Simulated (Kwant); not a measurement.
System: quantum point contact (saddle potential) in a GaN two-dimensional gas. Effective mass 0.22 mₑ, grid spacing 6.7 nm, hard walls, nominal width 200 nm (29 grid rows, so walls 201 nm apart), one parabolic valley, scattering region 600 nm long along x; energies count from the band bottom; Fermi energy 0.00303 eV. Potential (V0 + ½k y²) cos²(πx/L) for |x| < L/2, with V0 swept from 0.0031815 to 0 eV, k = 8.2e-07 eV/nm², L = 340 nm.

Constants are typed, rounded textbook-type inputs, not results; the design itself was drawn at random and stands for no fabricated device.

Computed with Kwant: effective-mass tight-binding model on a square grid, one spin, coherent transport at 0 K. Conductance is in e²/h.

**Question.** Compare with the saddle-point formula G = Σ 1/(1 + exp(−2π(E − V0 − ħωy(n + ½))/ħωx)), taking ħωy = ħ√(k/m) and ħωx from the curvature along x of V0 plus half of the mode's confinement energy.

**Answer.** ħωy = 0.533 meV; at V0 = 2.58 meV the lowest mode has ħωx = 0.401 meV.

```csv
V0 (meV),formula,simulation
3.00,0.032,0.032
2.58,0.95,0.95
2.17,1.74,1.76
1.75,2.29,2.35
1.34,3.05,3.08
0.922,4.00,4.00
```

The formula takes a parabolic saddle in the continuum; the run has the full potential on a grid.
